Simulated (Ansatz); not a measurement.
Functionals compared on the (101) surface of beta tin in its 1x1 cell, outermost plane spacing 0.71 Å in the ideal cut, in Ansatz (plane waves, PAW). The structure was relaxed with PBE; the other rows are single points on it, each with its references at the same level. Cutoff 420 eV (500 eV for r2SCAN).

Model: 10-atom slab, 12.0 Å thick at the start, 9x9x1 mesh, Fermi-Dirac 0.1 eV, dipole correction, all atoms relaxed; held to the start's symmetry, so lower structures may exist; no spin, no spin-orbit, no U. These notes are the PBE run's.

```tsv
functional	surface energy (J/m²)	work function of the top face (eV)	rough cost of the single point
PBE	0.38	3.99	–
LDA	0.48	4.27	very roughly 110 core-seconds
PBEsol	0.46	4.08	around 100 core-seconds (rough)
RPBE	0.31	3.86	about 110 core-seconds (a rough figure)
r2SCAN	0.41	4.07	roughly 3 core-minutes
```

Ansatz is an electronic-structure program.
